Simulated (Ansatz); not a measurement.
In a Cl-capped Ge nanowire along [110], 8 atoms a period besides the caps, the lowest empty band has its minimum at Γ and lies 0.135 eV higher 0.0471 Å⁻¹ away along the axis.

All values below come from PBE (plane waves to 420 eV, PAW; Ansatz, a program for electronic structure). Mesh 1×1×8. No spin polarisation. It repeats along c; a and b span vacuum. An idealised model, cut from the bulk lattice. Only distortions within the start's symmetry and period were free. Values not marked SOC lack spin–orbit coupling.

**Question.** Estimate the electron mass along the axis.

**Answer.** For a parabola ΔE = ħ²Δk²/2m, and ħ²/2mₑ = 3.810 eV Å². So m/mₑ = 3.810 × 0.0471²/0.135 = 0.063. The curvature over a step a third as long gives 0.054; the difference is the band's departure from a parabola.
